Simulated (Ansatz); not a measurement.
Take TiC in the rock salt structure (space group Fm-3m, No. 225; a = 4.293 Å) as the base.

Structures relaxed with PBEsol (Ansatz, a first-principles code, PAW, scalar-relativistic without spin-orbit coupling).

Base:

Simulated powder pattern, Cu Kα1, λ = 1.54056 Å (kinematic, ideal powder, no thermal factors, no anomalous dispersion; the 8 strongest lines at most, above 2 %, up to 2θ = 90°):

| 2θ (°) | I/Imax (%) | hkl |
|---|---|---|
| 36.21 | 87 | (111) |
| 42.06 | 100 | (200) |
| 60.99 | 57 | (220) |
| 73.03 | 30 | (311) |
| 76.85 | 18 | (222) |

Perturbation: every C is replaced by B; the structure is relaxed again.

After the change:

Simulated powder pattern, Cu Kα1, λ = 1.54056 Å (kinematic, ideal powder, no thermal factors, no anomalous dispersion; the 8 strongest lines at most, above 2 %, up to 2θ = 90°):

```
2θ (°)  d (Å)  I/Imax (%)    hkl
------  -----  ----------  -----
34.58   2.592         100  (111)
40.14   2.245          94  (200)
58.06   1.587          56  (220)
69.37   1.354          33  (311)
72.93   1.296          17  (222)
86.68   1.122         8.2  (400)
```

The indices refer to each structure's own conventional cell; one index is shown for lines that coincide.

Whether these cells are dynamically stable was not tested. As relaxed here, TiB is a hypothetical phase, not in the database extracts checked. The final runs are not spin-polarised. An odd electron count without spin: TiB.
